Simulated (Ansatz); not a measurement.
**NH3 on the 1x1 (110) surface of zinc-blende GaAs (cut with top plane As + Ga), one in a 2x1 cell, started at the site 'hollow As-As-Ga-Ga'**

Host crystal: zinc-blende GaAs, with a band gap (PBE, scalar-relativistic without spin-orbit coupling).

The numbers are results of PBE (plane waves to 420 eV, PAW; Ansatz, a program for electronic structure), not measurements.

Model: 24-atom slab, 8.6 Å thick at the start under the adsorbate (thin: gaps and levels are the slab's own), 3x4x1 mesh, Fermi-Dirac 0.01 eV, dipole correction, 8 atoms held, the rest relaxed; no symmetry held; no spin, no spin-orbit, no U, no dispersion correction. At the end it is bonded to Ga. In PBE it is, or lies within 0.03 eV of, the lowest of the starts that converged.

The adsorption energy against NH3(g) comes out as -21.7 kcal/mol, the change of the step from the bottom to the top vacuum level, against the clean slab comes out as -1.32 eV and the energy released by relaxation is 1.55 eV. The height of the binding atom over the mean of the host atoms within 0.3 Å of the top one is 1.158 Å. The nearest host atoms of the binding atom is Ga at 2.15 Å, As at 3.45 Å, As at 3.66 Å. The largest move of a host atom comes out as 0.31 Å and the note is in the relaxation the adsorbate left its starting site by 2.0 Å. The cost is very roughly 40 core-minutes.

A negative adsorption energy means that the adsorbate is more stable on the surface than in its reference.
